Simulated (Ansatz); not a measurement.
A computed series for BP: response to strain

The parent structure is BP in the zinc blende structure (space group F-43m, No. 216; a = 4.5366 Å). Axes: x, y, z lie along the cube axes.

Strains are applied to the cell and any free atomic positions relax; under biaxial strain the out-of-plane vector relaxes too.

All numbers come from r2SCAN, PAW, 500 eV (Ansatz, an electronic-structure program; no spin-orbit coupling).

Candidates:
(a) biaxial strain +4.10 %, plane normal [111], relaxed out of plane
(b) biaxial strain −1.02 %, plane normal [001], relaxed out of plane
(c) biaxial strain +2.36 %, plane normal [001], relaxed out of plane
(d) tensor shear ε_yz = −3.66 %
(e) biaxial strain −1.76 %, plane normal [111], relaxed out of plane

Notes on the quantities. energy relative to the base: free energy F.

**Question.** Order them by energy relative to the base, highest first.

**Answer.** (a) biaxial strain +4.10 %, plane normal [111], relaxed out of plane (+52 meV/atom), (d) tensor shear ε_yz = −3.66 % (+39 meV/atom), (c) biaxial strain +2.36 %, plane normal [001], relaxed out of plane (+16 meV/atom), (e) biaxial strain −1.76 %, plane normal [111], relaxed out of plane (+11 meV/atom), (b) biaxial strain −1.02 %, plane normal [001], relaxed out of plane (+3.1 meV/atom)

Stability against distortions was not tested.
